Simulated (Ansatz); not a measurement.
The starting structures come from a database of crystals and need not be the phases stable at ambient conditions.

By PBEsol, the system below comes out a metal.

Here is the system:

```
CELL_PARAMETERS angstrom
      5.23726     0.00000     0.00000
      0.00000     7.74385     0.00000
      0.00000    -2.92136     3.75343
ATOMIC_POSITIONS crystal
  W  0.91881 0.12358 0.36838
  W  0.08119 0.87642 0.63162
  W  0.41881 0.37642 0.63162
  W  0.58119 0.62358 0.36838
  W  0.08119 0.37642 0.12122
  W  0.91881 0.62358 0.87878
  W  0.58119 0.12358 0.87878
  W  0.41881 0.87642 0.12122
  C  0.25000 0.12175 0.62175
  C  0.75000 0.87825 0.37825
  C  0.75000 0.37825 0.37825
  C  0.25000 0.62175 0.62175
```

Space group of this cell: Pbcn. The cell is taken as given; by PBEsol its mean pressure is -10.4 GPa.

The current flows along the normal of the first two printed cell vectors. No spin-orbit coupling; the value is a mean over 0.1 eV about the Fermi level.

Problem. Predict the ballistic conductance per area from PBEsol (Ansatz, a first-principles code).

Solution. 0.71 × 10¹⁵ S/m² for both spins.
